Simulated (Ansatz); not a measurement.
Base system: SrHfO3 in the cubic perovskite structure (space group Pm-3m, No. 221; a = 4.1063 Å).

The change: every Sr is replaced by Mg; the structure is relaxed again.

Levels (all Ansatz, a program for electronic structure, PAW, earlier PAW set): PBEsol (420 eV, without spin-orbit coupling); PBEsol+SOC (600 eV, noncollinear with spin-orbit coupling).

The geometry is relaxed with PBEsol.

| Quantity | Result |
|---|---|
| PBEsol lowest conduction level above the VBM at special points | Γ 0.83 eV; R 2.38 eV; X 4.06 eV; M 4.28 eV |
| PBEsol gap character | indirect, R → Γ |
| PBEsol smallest direct gap | 1.06 eV |

With PBEsol+SOC at the same geometry, the lowest conduction level above the VBM at special points goes from Γ 0.83 eV; R 2.38 eV; X 4.06 eV; M 4.28 eV to Γ 0.83 eV; R 2.37 eV; X 4.06 eV; M 4.28 eV; the gap character stays indirect, R → Γ; the smallest direct gap falls by 0.14 eV to 0.92 eV.

Single points use the geometry relaxed with PBEsol. The spin-orbit shifts are approximate. Spin-orbit coupling, missing from the scalar runs, can matter with Hf. Whether these cells are dynamically stable was not tested. As relaxed here, HfMgO3 is a hypothetical phase, not in the database extracts checked. Many cubic perovskites are stable only at high temperature; tilts and polar distortions were not tested.
